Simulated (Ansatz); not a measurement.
# Li₂MgBr₄ (space group Cmmm, No. 65; a cell from a computed database, its experimental status unchecked)

```cif
data_Br8Li4Mg2
_chemical_formula_sum 'Li4 Mg2 Br8'
_space_group_name_H-M_alt 'Cmmm'
_space_group_IT_number 65
_space_group_name_Hall '-C 2 2'
_cell_length_a 7.70687
_cell_length_b 10.89141
_cell_length_c 3.82292
_cell_angle_alpha 90.000
_cell_angle_beta 90.000
_cell_angle_gamma 90.000
loop_
_atom_site_label
_atom_site_type_symbol
_atom_site_symmetry_multiplicity
_atom_site_Wyckoff_symbol
_atom_site_fract_x
_atom_site_fract_y
_atom_site_fract_z
_atom_site_occupancy
Li1 Li 4 f 0.25000 0.25000 0.50000 1
Mg1 Mg 2 a 0.00000 0.00000 0.00000 1
Br1 Br 4 h 0.25903 0.50000 0.50000 1
Br2 Br 4 i 0.00000 0.24386 0.00000 1
```
(The calculation used a cell of 7 atoms; values per cell refer to that cell.)

Calculations: Kohn–Sham DFT with the PBEsol functional, run in Ansatz (a program for electronic structure) with PAW and 420 eV plane waves, scalar-relativistic without spin-orbit coupling. k-mesh 5×5×9 (Γ-centred); smearing 0.05 eV (Fermi–Dirac).

```yaml
volume_per_atom: 22.92 Å³
density: 3.70 g/cm³
band_gap: 4.52 eV, direct at Γ
Lowest conduction-band minima above the VBM: Γ 4.52 eV; T (1/2, 1/2, 1/2) 5.11 eV; R (0, 1/2, 1/2) 5.96 eV
total_energy: -1896.386 eV/atom (σ→0; compares only within this code and set-up)
```

No phonon test of stability was made.
